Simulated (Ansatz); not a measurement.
Consider ZnS in the zinc blende structure (space group F-43m, No. 216; a = 5.297 Å). Axes: x, y, z lie along the cube axes.

Structures relaxed with Ansatz (an electronic-structure program), LDA, PAW, cutoff 420 eV, without spin-orbit coupling.

Base:

Simulated powder pattern, Mo Kα, λ = 0.71073 Å (kinematic, ideal powder, no thermal factors, no anomalous dispersion; the 14 strongest lines at most, above 2 %, up to 2θ = 40°):

```tsv
2θ (°)	I/Imax (%)	hkl
13.35	100	(111)
15.42	12	(200)
21.88	67	(220)
25.71	47	(311)
26.88	3.6	(222)
31.13	11	(400)
34.01	19	(331)
34.92	4.1	(420)
38.38	21	(422)
```

After one change:

Simulated powder pattern, Mo Kα, λ = 0.71073 Å (kinematic, ideal powder, no thermal factors, no anomalous dispersion; the 14 strongest lines at most, above 2 %, up to 2θ = 40°):

| 2θ (°) | I/Imax (%) |
|---|---|
| 13.12 | 33 |
| 13.63 | 100 |
| 15.60 | 16 |
| 21.82 | 46 |
| 22.45 | 43 |
| 25.55 | 19 |
| 26.09 | 29 |
| 26.35 | 15 |
| 31.51 | 14 |
| 34.26 | 7.0 |
| 34.88 | 12 |
| 37.90 | 7.5 |
| 39.03 | 14 |
| 39.40 | 6.6 |

**Question.** What was done to the base?
A) biaxial strain −0.42 %, plane normal [111], relaxed out of plane
B) biaxial strain −1.25 %, plane normal [111], relaxed out of plane
C) biaxial strain +1.67 %, plane normal [111], relaxed out of plane
D) biaxial strain −2.50 %, plane normal [111], relaxed out of plane

**Answer.** D, biaxial strain −2.50 %, plane normal [111], relaxed out of plane. Its volume per atom is 17.96 Å³ against 18.58 Å³, and its space group is R3m (No. 160).

No phonon test of stability was made.
